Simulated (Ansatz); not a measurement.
Electronic density of states of amorphous IGZO (In₆Ga₁₂Zn₉O₃₅), density 5.78 g/cm³, on a 2×2×2 Γ-centred mesh with a Gaussian width of 0.1 eV; energies count from the Fermi level. Cell and mesh are small, so fine structure isn't converged. All values below come from PBE, scalar-relativistic without spin-orbit coupling (plane waves to 420 eV, PAW; Ansatz, a quantum-chemistry and plane-wave program). Sampling: a 2×2×2 Γ-centred mesh; Fermi-Dirac width 0.02 eV; no spin polarisation. The usual formal charges leave 2 electrons over, so the level spacing at the Fermi energy parts defect or band states and needn't be the band gap. The spare electrons fill defect levels or the bottom of the conduction band, and the levels at the Fermi energy are partly filled.

A CHGNet melt-quench gave the starting glass, which DFT then relaxed. O atoms were pushed apart under 1.9 Å during the dynamics, to hinder bonds among them. The hot cell started wider than the set density and was brought back towards it in steps. It is the lowest in DFT energy of 2 quenches. It is a model cell: composition and starting density were chosen by hand, and all elements were melted together. No dispersion term was used. Its density started from a set value of 5.78 and ended at 5.78 g/cm³. The simulated quench (nominally 260 K/ps over its main leg) is rapid and tends to freeze in more defects than a deposited or slowly cooled glass has. Values belong to this one cell and scatter from quench to quench. The volume was held where the preparation left it, at a PBE pressure of 1.5 GPa. Stress components on the final sampling reach 3.1 GPa.

(E - EF (eV), states/(eV atom)): (-12.00, 0.00); (-11.90, 0.00); (-11.80, 0.00); (-11.70, 0.00); (-11.60, 0.00); (-11.50, 0.00); (-11.40, 0.00); (-11.30, 0.00); (-11.20, 0.00); (-11.10, 0.00); (-11.00, 0.00); (-10.90, 0.00); (-10.80, 0.00); (-10.70, 0.00); (-10.60, 0.00); (-10.50, 0.00); (-10.40, 0.00); (-10.30, 0.00); (-10.20, 0.00); (-10.10, 0.00); (-10.00, 0.00); (-9.90, 0.00); (-9.80, 0.00); (-9.70, 0.00); (-9.60, 0.00); (-9.50, 0.00); (-9.40, 0.01); (-9.30, 0.07); (-9.20, 0.19); (-9.10, 0.22); (-9.00, 0.33); (-8.90, 0.40); (-8.80, 0.36); (-8.70, 0.37); (-8.60, 0.42); (-8.50, 0.41); (-8.40, 0.34); (-8.30, 0.37); (-8.20, 0.42); (-8.10, 0.49); (-8.00, 0.67); (-7.90, 0.84); (-7.80, 1.02); (-7.70, 1.15); (-7.60, 1.16); (-7.50, 1.23); (-7.40, 1.31); (-7.30, 1.33); (-7.20, 1.33); (-7.10, 1.25); (-7.00, 1.10); (-6.90, 1.00); (-6.80, 0.87); (-6.70, 0.80); (-6.60, 0.77); (-6.50, 0.73); (-6.40, 0.68); (-6.30, 0.64); (-6.20, 0.61); (-6.10, 0.60); (-6.00, 0.59); (-5.90, 0.58); (-5.80, 0.62); (-5.70, 0.69); (-5.60, 0.68); (-5.50, 0.59); (-5.40, 0.56); (-5.30, 0.62); (-5.20, 0.65); (-5.10, 0.60); (-5.00, 0.60); (-4.90, 0.67); (-4.80, 0.70); (-4.70, 0.74); (-4.60, 0.75); (-4.50, 0.76); (-4.40, 0.78); (-4.30, 0.80); (-4.20, 0.82); (-4.10, 0.79); (-4.00, 0.76); (-3.90, 0.83); (-3.80, 0.86); (-3.70, 0.84); (-3.60, 0.81); (-3.50, 0.80); (-3.40, 0.83); (-3.30, 0.86); (-3.20, 0.81); (-3.10, 0.74); (-3.00, 0.69); (-2.90, 0.61); (-2.80, 0.54); (-2.70, 0.55); (-2.60, 0.49); (-2.50, 0.28); (-2.40, 0.06); (-2.30, 0.00); (-2.20, 0.00); (-2.10, 0.00); (-2.00, 0.01); (-1.90, 0.02); (-1.80, 0.01); (-1.70, 0.00); (-1.60, 0.00); (-1.50, 0.00); (-1.40, 0.00); (-1.30, 0.00); (-1.20, 0.00); (-1.10, 0.00); (-1.00, 0.00); (-0.90, 0.00); (-0.80, 0.00); (-0.70, 0.02); (-0.60, 0.06); (-0.50, 0.05); (-0.40, 0.06); (-0.30, 0.04); (-0.20, 0.01); (-0.10, 0.02); (0.00, 0.06); (0.10, 0.07); (0.20, 0.05); (0.30, 0.09); (0.40, 0.13); (0.50, 0.09); (0.60, 0.05); (0.70, 0.05); (0.80, 0.06); (0.90, 0.06); (1.00, 0.06); (1.10, 0.08); (1.20, 0.13); (1.30, 0.14); (1.40, 0.14); (1.50, 0.18); (1.60, 0.24); (1.70, 0.27); (1.80, 0.25); (1.90, 0.24); (2.00, 0.21); (2.10, 0.20); (2.20, 0.17); (2.30, 0.20); (2.40, 0.25); (2.50, 0.24); (2.60, 0.25); (2.70, 0.27); (2.80, 0.25); (2.90, 0.27); (3.00, 0.24); (3.10, 0.27); (3.20, 0.24); (3.30, 0.26); (3.40, 0.35); (3.50, 0.34); (3.60, 0.31); (3.70, 0.34); (3.80, 0.31); (3.90, 0.32); (4.00, 0.29); (4.10, 0.30); (4.20, 0.32); (4.30, 0.30); (4.40, 0.29); (4.50, 0.34); (4.60, 0.36); (4.70, 0.32); (4.80, 0.33); (4.90, 0.37); (5.00, 0.31); (5.10, 0.33); (5.20, 0.34); (5.30, 0.32); (5.40, 0.34); (5.50, 0.32); (5.60, 0.34); (5.70, 0.37)
